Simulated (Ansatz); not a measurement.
## Response to strain in Rh

Consider Rh in the fcc (Cu type) structure (space group Fm-3m, No. 225; a = 3.7816 Å; relaxed with 0.1 eV smearing). Axes: x, y, z lie along the cube axes.

Strains are applied to the cell and any free atomic positions relax.

All numbers come from PBEsol (Ansatz, a quantum-chemistry and plane-wave program, PAW, without spin-orbit coupling).

Notes on the quantities. energy relative to the base: free energy F.

| uniaxial strain ε_zz (%) | energy relative to the base (meV/atom) |
|---|---|
| 0 | 0.0 |
| 0.5 | 0.5 |
| 1 | 1.9 |
| 1.5 | 4.3 |
| 2 | 7.5 |
| 2.5 | ? |
| 3 | 16.6 |

Problem. Fit ΔE = Aε² + Bε³ (ε in %) to the rows shown and predict the withheld row.

Solution. Least squares on the printed values gives A = 1.95 and B = -0.036 meV/atom (largest residual 0.0 meV/atom); this predicts 11.6 meV/atom, and the run gives 11.6 meV/atom, in agreement.

No phonon test of stability was made. All final runs are without spin polarisation. Rh lies near a magnetic instability that expansion can trigger; it was not tested.
